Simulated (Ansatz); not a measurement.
# What uniaxial strain ε_xx = +3.00 % does to Y

The reference is Y in the hcp (Mg type) structure (space group P6_3/mmc, No. 194; a = 3.5943 Å, c = 5.6099 Å; relaxed with 0.1 eV smearing). Axes: x lies along a and z along c of the hexagonal cell.

It is then changed as follows: the cell is stretched by 3.00 % along x with no lateral relaxation, atoms relaxed at fixed cell.

Computed with PBEsol, PAW, 420 eV (Ansatz, a first-principles code; no spin-orbit coupling). Settings: 18×18×11 k-points, 0.1 eV Fermi–Dirac smearing.

The volume per atom increases by 0.94 Å³ (31.38 Å³ → 32.32 Å³) and the space group becomes Cmcm (No. 63) (base: P6_3/mmc (No. 194)). The shortest interatomic distance goes up by 0.0175 Å to 3.507 Å and the energy goes up by 6.5 meV/atom. The pressure (mean of the normal stresses, compression positive) goes from zero to -1.2 GPa and the band gap stays zero. The largest internal atomic displacement amounts to 0.018 Å and the stress (xx, yy, zz, yz, xz, xy; compression positive) amounts to (-2.2, -0.7, -0.7, 0.0, 0.0, 0.0) GPa.

Whether these cells are dynamically stable was not tested. All final runs are without spin polarisation.
